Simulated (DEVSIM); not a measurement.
Structure: Al0.2Ga0.8As/GaAs n-p heterojunction, at 250 K.

```tsv
layer (left to right)	material	thickness (μm)	Nd (cm⁻³)	Na (cm⁻³)	τn (s)	τp (s)
1	Al0.2Ga0.8As	0.550	1.4e16	-	2.8e-9	2.8e-9
2	GaAs	0.130	-	2.5e16	8.4e-10	2.8e-9
```

Left contact: ohmic. Right contact: ohmic. Voltage is applied to the left contact. Recombination: SRH at mid-gap, radiative, Auger. Mobility is μmin + (μ − μmin)/(1 + (N/Nref)^α).

The device is made up for the run: typed textbook-type constants, with dimensions and the other settings drawn at random. Values at 300 K; Nc and Nv go as T^1.5, mobilities as T to minus their exponent, the gap by Varshni's rule with the affinity fixed.

```tsv
parameter	Al0.2Ga0.8As	GaAs
gap (eV)	1.6734	1.424
affinity (eV)	3.912	4.07
permittivity	12.33	12.9
Nc (cm⁻³)	6.04e17	4.7e17
Nv (cm⁻³)	9e18	9e18
μn (cm²/Vs)	4980	8500
μp (cm²/Vs)	250	400
μn,min	500	500
μp,min	20	20
Nref,n	6e16	6e16
Nref,p	1.5e17	1.5e17
αn	0.39	0.39
αp	0.38	0.38
T exponent of μn	2.1	2.1
T exponent of μp	2.2	2.2
B (cm³/s)	2e-10	2e-10
Cn (cm⁶/s)	1e-30	1e-30
Cp (cm⁶/s)	1e-30	1e-30
Varshni α (eV/K)	0.000541	0.000541
Varshni β (K)	204	204
```

Model (solved in DEVSIM): 1D drift-diffusion, Boltzmann statistics, complete ionisation; no tunnelling, impact ionisation, image-force lowering or self-heating. Band offsets follow the typed affinities; no thermionic-emission limit at abrupt steps, no polarisation charge.

### Question
Tabulate band edges, carrier densities and field at -1.05 V on the left contact.

### Answer
Energies count from the Fermi level of the right contact; mesh points crowd at the junctions.

```
x (μm)    Ec (eV)  Ev (eV)  n (cm⁻³)  p (cm⁻³)  field (V/cm)
--------  -------  -------  --------  --------  ------------
0.000       1.125   -0.570    1.4e16     < 1e2           ≈ 0
0.004032    1.125   -0.570    1.4e16    210000           ≈ 0
0.01139     1.125   -0.570    1.4e16    600000           ≈ 0
0.02365     1.125   -0.570    1.4e16   1200000           ≈ 0
0.05874     1.125   -0.570    1.4e16   3100000           ≈ 0
0.1112      1.125   -0.570    1.4e16   5800000           ≈ 0
0.2069      1.125   -0.570    1.4e16     1.1e7           ≈ 0
0.3819      1.131   -0.564    1.1e16     2.6e7          1800
0.4601      1.174   -0.522    1.5e15     2.1e8         11000
0.5029      1.238   -0.457    7.3e13     4.2e9         19000
0.5264      1.290   -0.406    6.6e12    4.5e10         24000
0.5416      1.329   -0.367    9.5e11    2.8e11         27000
0.5476      1.346   -0.350    3.6e11    6.0e11         29000
0.5511      1.198   -0.249    2.4e14    6.6e13         27000
0.5582      1.216   -0.230    1.0e14    1.6e14         25000
0.5675      1.238   -0.209    3.7e13    4.3e14         22000
0.5847      1.270   -0.176    8.1e12    1.9e15         16000
0.6150      1.304   -0.142    1.5e12    9.4e15          7400
0.6522      1.321   -0.126    3.6e11    2.0e16          2300
0.6665      1.323   -0.123    1.6e11    2.3e16          1600
0.6742      1.324   -0.122    6.8e10    2.4e16          1400
0.6800      1.325   -0.121     < 1e2    2.5e16          1400
```
